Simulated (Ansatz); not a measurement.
The structure below was relaxed with Kohn–Sham DFT with the r2SCAN functional, run in Ansatz (a quantum-chemistry and plane-wave program) with PAW and 500 eV plane waves, without spin-orbit coupling, earlier PAW set.

Space group F-43m (No. 216); a = 6.027 Å, b = 6.027 Å, c = 6.027 Å, α = 90.00°, β = 90.00°, γ = 90.00°

```tsv
atom	site	symmetry	x	y	z
Pt	4c	-43m	0.2500	0.2500	0.2500
In	4a	-43m	0.0000	0.0000	0.0000
```

Write out a cell with all atoms.


```cif
data_In4Pt4
_chemical_formula_sum 'Pt4 In4'
_space_group_name_H-M_alt 'P 1'
_space_group_IT_number 1
_cell_length_a 6.02711
_cell_length_b 6.02711
_cell_length_c 6.02711
_cell_angle_alpha 90.000
_cell_angle_beta 90.000
_cell_angle_gamma 90.000
loop_
_space_group_symop_operation_xyz
  'x, y, z'
loop_
_atom_site_label
_atom_site_type_symbol
_atom_site_fract_x
_atom_site_fract_y
_atom_site_fract_z
_atom_site_occupancy
Pt1 Pt 0.25000 0.25000 0.25000 1
In1 In 0.00000 0.00000 0.00000 1
Pt2 Pt 0.25000 0.75000 0.75000 1
In2 In 0.00000 0.50000 0.50000 1
Pt3 Pt 0.75000 0.25000 0.75000 1
In3 In 0.50000 0.00000 0.50000 1
Pt4 Pt 0.75000 0.75000 0.25000 1
In4 In 0.50000 0.50000 0.00000 1
```
This is the conventional cell.

Whether these cells are dynamically stable was not tested. All final runs are without spin polarisation. The cell was made from InAs by this change: As → Pt; the result is a hypothetical phase, not in the database extracts checked.
